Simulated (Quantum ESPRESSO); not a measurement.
## One base run on Ga₂S₃ (Cc, 10 atoms in the cell) and variants with one or two settings moved

```cif
data_Ga4S6
_chemical_formula_sum 'Ga4 S6'
_space_group_name_H-M_alt 'P 1'
_space_group_IT_number 1
_cell_length_a 6.47659
_cell_length_b 6.47659
_cell_length_c 7.05344
_cell_angle_alpha 116.535
_cell_angle_beta 116.535
_cell_angle_gamma 59.782
loop_
_space_group_symop_operation_xyz
  'x, y, z'
loop_
_atom_site_label
_atom_site_type_symbol
_atom_site_fract_x
_atom_site_fract_y
_atom_site_fract_z
_atom_site_occupancy
Ga1 Ga 0.73080 0.86346 0.38035 1
Ga2 Ga 0.86346 0.73080 0.88035 1
Ga3 Ga 0.35905 0.55281 0.37094 1
Ga4 Ga 0.55281 0.35905 0.87094 1
S1 S 0.74862 0.57148 0.49716 1
S2 S 0.57148 0.74862 0.99716 1
S3 S 0.41354 0.23946 0.48814 1
S4 S 0.23946 0.41354 0.98814 1
S5 S 0.90978 0.08900 0.01440 1
S6 S 0.08900 0.90978 0.51440 1
```

Base run A: LDA (PZ), GBRV 1.5 ultrasoft (LDA) pseudopotentials (Quantum ESPRESSO), self-consistent single point.

Its settings: ecutwfc = 50 Ry; ecutrho = 250 Ry; occupations = smearing; smearing = fd; degauss = 0.0036749 Ry; potentials = {Ga: ga_lda_v1.4.uspp.F.UPF, S: s_lda_v1.4.uspp.F.UPF}; K_POINTS = automatic 3 3 2 0 0 0; conv_thr = 1e-10 Ry.

The starting cell comes from a database of computed structures (which also holds hypothetical and non-ambient phases and stackings), without a prior relaxation at this level.

ΔF is the free energy per atom less that of run A. 

Run A gave: pressure (GPa) -2.55; largest force (eV/Å) 0.047; gap on the mesh (eV) 1.611; k-points 8.

Runs:
- B: conv_thr: 1e-10 Ry → 7.3e-07 Ry
- C: nosym: default → true
- D: lattice scaled by 1.03; ecutwfc: 50 Ry → 30 Ry; ecutrho: 250 Ry → 150 Ry
- E: degauss: 0.0036749 Ry → 0.0018375 Ry
- F: mixing_ndim: default → 12
- G: conv_thr: 1e-10 Ry → 1e-09 Ry

What does run B change against A?

The free energy stays essentially unchanged (within 1 meV/atom), the pressure goes from -2.55 to -2.23 GPa, the largest force stays at 0.047 eV/Å and the gap on the mesh moves little (1.611 to 1.610 eV).

What does run D change against A?

The free energy goes up by 107 meV/atom, the pressure goes from -2.55 to -9.64 GPa, the largest force goes from 0.047 to 0.808 eV/Å and the gap on the mesh goes from 1.611 to 1.152 eV.

```json
[
 {"run": "A", "ΔF (meV/atom)": "0.00", "pressure (GPa)": "-2.55", "largest force (eV/Å)": "0.047", "gap on the mesh (eV)": "1.611", "k-points": "8"},
 {"run": "B", "ΔF (meV/atom)": "0.00", "pressure (GPa)": "-2.23", "largest force (eV/Å)": "0.047", "gap on the mesh (eV)": "1.610", "k-points": "8"},
 {"run": "C", "ΔF (meV/atom)": "0.00", "pressure (GPa)": "-2.55", "largest force (eV/Å)": "0.047", "gap on the mesh (eV)": "1.611", "k-points": "10"},
 {"run": "D", "ΔF (meV/atom)": "106.9", "pressure (GPa)": "-9.64", "largest force (eV/Å)": "0.808", "gap on the mesh (eV)": "1.152", "k-points": "8"},
 {"run": "E", "ΔF (meV/atom)": "0.00", "pressure (GPa)": "-2.55", "largest force (eV/Å)": "0.047", "gap on the mesh (eV)": "1.611", "k-points": "8"},
 {"run": "F", "ΔF (meV/atom)": "0.00", "pressure (GPa)": "-2.54", "largest force (eV/Å)": "0.047", "gap on the mesh (eV)": "1.611", "k-points": "8"},
 {"run": "G", "ΔF (meV/atom)": "0.00", "pressure (GPa)": "-2.55", "largest force (eV/Å)": "0.047", "gap on the mesh (eV)": "1.611", "k-points": "8"}
]
```
